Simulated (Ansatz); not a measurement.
Consider the following.

```
CELL_PARAMETERS angstrom
      0.03345     2.93425     2.93425
      2.93425     0.03345     2.93425
      2.96770     2.96770     0.00000
ATOMIC_POSITIONS crystal
  Ca 0.00000 0.00000 0.00000
  Se 0.50000 0.50000 0.50000
```

No spin polarisation.

Computed with plane-wave PAW DFT at the PBEsol level (Ansatz, a program for electronic structure, 420 eV), scalar-relativistic without spin-orbit coupling. k-mesh 10×10×10 (Γ-centred); smearing 0.05 eV (Fermi–Dirac).

Problem. Predict the valence-band top at Γ, band gap and smallest direct gap.

Solution. The valence-band top at Γ (three highest levels, from the VBM) comes out as 0.00, -0.07, -0.13 eV, the band gap comes out as 1.81 eV and the smallest direct gap is 2.75 eV.

The cells carry an imposed strain or load. Whether these cells are dynamically stable was not tested. The cell was made from CaSe in the rock salt structure (space group Fm-3m, No. 225) by this change: tensor shear ε_xy = +1.14 %.
